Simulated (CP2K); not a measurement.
CP2K is run on Ba (P-1, 2 atoms in the cell), and the run fails. The aim is a self-consistent single point with DFT PBE, GPW, DZVP-MOLOPT-SR-GTH basis, GTH-PBE potentials (GTH_POTENTIALS).

Cell that was meant: a = 5.9189 Å, b = 5.9189 Å, c = 5.9189 Å, α = 60.00°, β = 60.00°, γ = 60.00°.

Part of the input:

```
        METHOD BROYDEN_MIXING
        ALPHA 0.3
        NBUFFER 12
        BETA 0
      &END MIXING
      &SMEAR ON
        METHOD GAUSSIAN
```

Log, with long lists cut:

```
 GLOBAL| Method name                                                        CP2K
 GLOBAL| Project name                                                       calc
 GLOBAL| Run type                                                   ENERGY_FORCE

 CELL| Volume [angstrom^3]:                                           146.627480
   [... lines left out ...]
 BRILLOUIN| K-point scheme                                        Monkhorst-Pack
 BRILLOUIN| K-Point grid                                             6    6    6
 BRILLOUIN| Gamma-centered k-point mesh                                     ON
 BRILLOUIN| K-point symmetry accuracy                               0.100000E-05
 BRILLOUIN| K-Point point group symmetrization                               OFF
 BRILLOUIN| Wavefunction type                                            COMPLEX
 BRILLOUIN| List of Kpoints [2 Pi/Bohr]                                      112
 BRILLOUIN| Number           Weight            X              Y              Z
 BRILLOUIN|     1           0.00926       -0.33333       -0.33333       -0.33333
 BRILLOUIN|     2           0.00926       -0.33333       -0.33333       -0.16667
 BRILLOUIN|     3           0.00926       -0.33333       -0.33333        0.00000
   [... 109 lines left out ...]
 *******************************************************************************

 *******************************************************************************
 *   ___                                                                       *
 *  /   \                                                                      *
 * [ABORT]                                                                     *
 *  \___/      Mixing employing the Kerker damping factor needs BETA /= 0.0    *
 *    |                                                                        *
 *  O/|                                                                        *
 * /| |                                                                        *
 * / \                                             qs_scf_initialization.F:740 *
 *******************************************************************************

 ===== Routine Calling Stack =====

            3 qs_energies
            2 qs_forces
            1 CP2K
Abort(1) on node 0 (rank 0 in comm 0): application called MPI_Abort(MPI_COMM_WORLD, 1) - process 0
```

Q: Read the log: what does the program object to, and what is the fix?

A: The fault is a screening parameter of zero in the density mixing; here the program stops on it instead of giving results. To fix it, leave the parameter to its default or give it a positive value. The program stopped before any SCF iteration.

The sound input it was made from differs as follows (other fixes are possible):
```diff
-        BETA 0
```

With that input, the run converged in 11 iterations: free energy E − TS -1383.9989 eV; Fermi level (on the code's own zero) 3.91 eV; pressure 0.14 GPa; largest force (vector length) 0.110 eV/Å (DFT PBE, GPW, DZVP-MOLOPT-SR-GTH basis, GTH-PBE potentials (GTH_POTENTIALS)).

On the sound input: the starting cell was generated: these elements placed on a structure prototype, without a prior relaxation; it need not be a known phase or ordering of this composition. Its atoms were displaced at random from the sites of space group no. 227. Values carry the incompleteness of an atom-centred basis.
